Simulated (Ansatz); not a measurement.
MgO under load (space group Fm-3m), r2SCAN, rigid bands (Ansatz, a quantum-chemistry and plane-wave program). Condition of this run: hydrostatic pressure of 6 GPa (compression positive) (the target of the relaxation). Band gap 5.98 eV, N_c = 6.00e18 cm⁻³ and N_v = 2.84e20 cm⁻³ at 300 K, conductivity masses of 0.382 mₑ (electrons) and 2.23 mₑ (holes). Take k_BT = 0.02585 eV.

Question: A film of it is 3 nm thick. Estimate the confinement energies in an infinite well.

Answer: ħ²π²/(2m t²) = 0.376 eV·nm²/(m/mₑ × t²) gives 109 meV for electrons and 18.7 meV for holes, so the gap would widen to about 6.11 eV. Finite barriers and nonparabolic bands lower this, and with several valleys or bands the heaviest mass along the normal sets the lowest level, not this average.

Question: Find the intrinsic carrier density and the intrinsic Fermi level.

Answer: n_i = √(N_c N_v) exp(−E_g/2k_BT) = 4.13e19 × exp(−115.66) = 2.4e-31 cm⁻³. The level lies (k_BT/2) ln(N_v/N_c) = 50 meV from mid-gap (positive towards the conduction band). Each 0.1 eV added to the gap lowers n_i by a factor of 6.9.

Question: What thermal injection velocity √(2k_BT/πm) limits a ballistic channel?

Answer: 8.70e6 cm/s for electrons and 3.60e6 cm/s for holes, a ratio of √(m_h/m_e) = 2.42, for dilute carriers.

Rigid bands with the computed gap; masses take one relaxation time for all states. Spin-orbit coupling is left out. Geometry: cell and atoms relaxed with PBEsol.
